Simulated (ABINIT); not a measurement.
## ABINIT run on PtSe2 (P-3m1, 3 atoms in the cell): self-consistent single point

Method: PBE, PAW (JTH v2.0 PBE PAW) (plane waves; ABINIT 10.0.3).

This input was run:

```
# PtSe2, JTH v2.0 PBE PAW
pp_dirpath "./"
pseudos "Pt.GGA_PBE-JTH.xml, Se.GGA_PBE-JTH.xml"
acell 3*1.0 Angstrom
rprim
         1.8187480167   -3.1501639711    0.0000000000
         1.8187480167    3.1501639711    0.0000000000
         0.0000000000    0.0000000000    4.9540160000
natom 3
ntypat 2
znucl 78 34
typat 1 2 2
xred
         0.0000000000    0.0000000000    0.0000000000
         0.3333333333    0.6666666667    0.2550000000
         0.6666666667    0.3333333333    0.7450000000
ecut 571 eV
pawecutdg 1143 eV
pawovlp -1
pawxcdev 0
occopt 3
tsmear 0.02 eV
nband 16
kptopt 1
ngkpt 8 8 5
nshiftk 1
shiftk 0 0 0
nstep 60
toldfe 1.0e-09
prtwf 0
prtden 0
```

Output (repeated stretches shortened):

```
 Symmetries : space group P-3 m 1 (#164); Bravais hP (primitive hexag.)

 -outvars: echo values of preprocessed input variables --------
            acell      1.8897261329E+00  1.8897261329E+00  1.8897261329E+00 Bohr
             ecut      2.09838648E+01 Hartree
              ixc     -101130
         kptrlatt        8    0    0      0    8    0      0    0    5
          kptrlen      4.68086675E+01
            natom           3
            nband          16
            ngfft          30      30      40
          ngfftdg          45      45      60
             nkpt          40
            nstep          60
             nsym          12
           ntypat           2
           occopt           3
        pawecutdg      4.20044789E+01 Hartree
          pawovlp     -1.0000000000E+00
         pawxcdev           0
            rprim      1.8187480167E+00 -3.1501639711E+00  0.0000000000E+00
                       1.8187480167E+00  3.1501639711E+00  0.0000000000E+00
                       0.0000000000E+00  0.0000000000E+00  4.9540160000E+00
          spgroup         164
           toldfe      1.00000000E-09 Hartree
           tsmear      7.34986508E-04 Hartree
            typat      1  2  2
           useylm           1
             xred      0.0000000000E+00  0.0000000000E+00  0.0000000000E+00
                       3.3333333333E-01  6.6666666667E-01  2.5500000000E-01
                       6.6666666667E-01  3.3333333333E-01  7.4500000000E-01
            znucl       78.00000   34.00000

== DATASET  1 ==================================================================

 Real(R)+Recip(G) space primitive vectors, cartesian coordinates (Bohr,Bohr^-1):
 R(1)=  3.4369357 -5.9529472  0.0000000  G(1)=  0.1454784 -0.0839920  0.0000000
 R(2)=  3.4369357  5.9529472  0.0000000  G(2)=  0.1454784  0.0839920  0.0000000
 R(3)=  0.0000000  0.0000000  9.3617335  G(3)=  0.0000000  0.0000000  0.1068178
 Unit cell volume ucvol=  3.8308020E+02 bohr^3
 Angles (23,13,12)=  9.00000000E+01  9.00000000E+01  1.20000000E+02 degrees

 Coarse grid specifications (used for wave-functions):

 getcut: wavevector=  0.0000  0.0000  0.0000  ngfft=  30  30  40
         ecut(hartree)=     20.984   => boxcut(ratio)=   2.07203

 Fine grid specifications (used for densities):

 getcut: wavevector=  0.0000  0.0000  0.0000  ngfft=  45  45  60
         ecut(hartree)=     42.004   => boxcut(ratio)=   2.19401

   2.07420303E+03                                ecore*ucvol(ha*bohr**3)

_setup2: Arith. and geom. avg. npw (full set) are    1759.222    1759.204

--- !BeginCycle
solver: {iscf: 17, nstep: 60, nline: 4, wfoptalg: 10, }
tolerances: {toldfe: 1.00E-09, }
...

     iter   Etot(hartree)      deltaE(h)  residm     nres2
 ETOT  1  -46.114159141722    -4.611E+01 8.201E-02 2.043E+01
 ETOT  2  -46.298272865933    -1.841E-01 9.378E-03 2.259E+01
 ETOT  3  -46.192607218540     1.057E-01 8.000E-03 1.470E+00
 ETOT  4  -46.206486934390    -1.388E-02 2.456E-03 3.787E-01
 ETOT  5  -46.206871470566    -3.845E-04 1.216E-03 9.315E-02
 ETOT  6  -46.206858403150     1.307E-05 3.037E-04 4.448E-02
   [... 4 lines left out ...]
 ETOT 11  -46.206780834927    -1.188E-07 1.229E-04 1.029E-05
 ETOT 12  -46.206780874123    -3.920E-08 3.388E-05 1.590E-07
 ETOT 13  -46.206780880143    -6.019E-09 5.174E-05 1.606E-08
 ETOT 14  -46.206780880638    -4.955E-10 1.361E-05 3.633E-08
 ETOT 15  -46.206780880563     7.473E-11 2.116E-05 6.638E-09

 At SCF step   15, etot is converged :
  for the second time, diff in etot=  7.473E-11 < toldfe=  1.000E-09

 Cartesian components of stress tensor (hartree/bohr^3)
  sigma(1 1)= -6.77097124E-04  sigma(3 2)=  0.00000000E+00
  sigma(2 2)= -6.77097124E-04  sigma(3 1)=  0.00000000E+00
  sigma(3 3)= -4.54393989E-04  sigma(2 1)=  0.00000000E+00

 ----iterations are completed or convergence reached----

 reduced coordinates (array xred) for    3 atoms
       0.000000000000      0.000000000000      0.000000000000
       0.333333333333      0.666666666667      0.255000000000
       0.666666666667      0.333333333333      0.745000000000
 cartesian forces (eV/Angstrom) at end:
    1     -0.00000000000000     0.00000000000000    -0.00000000000000
    2      0.00000000000000     0.00000000000000     1.34445152181182
    3     -0.00000000000000    -0.00000000000000    -1.34445152181182
 frms,max,avg= 6.3378053E-01 1.3444515E+00   0.000E+00  0.000E+00  0.000E+00 e/A
 length scales=  1.889726132886  1.889726132886  1.889726132886 bohr
              =  1.000000000000  1.000000000000  1.000000000000 angstroms
 Fermi (or HOMO) energy (hartree) =   0.17097   Average Vxc (hartree)=  -0.40415
 Eigenvalues (hartree) for nkpt=  40  k points:
 kpt#   1, nband= 16, wtk=  0.00313, kpt=  0.0000  0.0000  0.0000 (reduced coord)
  -0.43148   -0.31441   -0.12032   -0.08716   -0.08716    0.00679    0.00679    0.06314
   0.12783    0.12783    0.18668    0.22082    0.22082    0.29457    0.33954    0.43898
      occupation numbers for kpt#   1
   2.00000    2.00000    2.00000    2.00000    2.00000    2.00000    2.00000    2.00000
   2.00000    2.00000    0.00000    0.00000    0.00000    0.00000    0.00000    0.00000
 prteigrs : prtvol=0 or 1, do not print more k-points.

--- !EnergyTerms
comment             : Components of total free energy in Hartree
kinetic             :  1.48891805441172E+01
hartree             :  7.63419667770895E+00
xc                  : -1.56284183511912E+01
Ewald energy        : -4.43304511092799E+01
psp_core            :  5.41453997304419E+00
local_psp           : -2.37289944668144E+01
spherical_terms     :  9.54319607072409E+00
internal            : -4.62067506616911E+01
'-kT*entropy'       : -5.00972863952066E-05
total_energy        : -4.62068007589775E+01
total_energy_eV     : -1.25735099239508E+03
...

-Cartesian components of stress tensor (GPa)         [Pressure=  1.7737E+01 GPa]
- sigma(1 1)= -1.99208818E+01  sigma(3 2)=  0.00000000E+00
- sigma(2 2)= -1.99208818E+01  sigma(3 1)=  0.00000000E+00
- sigma(3 3)= -1.33687304E+01  sigma(2 1)=  0.00000000E+00

 Calculation completed.
```

The run converged in 15 iterations.

The starting cell has typed, rounded lattice constants, without a prior relaxation at this level. Its lattice was rescaled by a random factor within 2.5 % of one. Spin polarisation is off. With a pressure of about 18 GPa the cell is away from its equilibrium volume at this level. Forces in this geometry exceed 1 eV/Å.

Cost on one core of a shared machine: roughly 60 s.
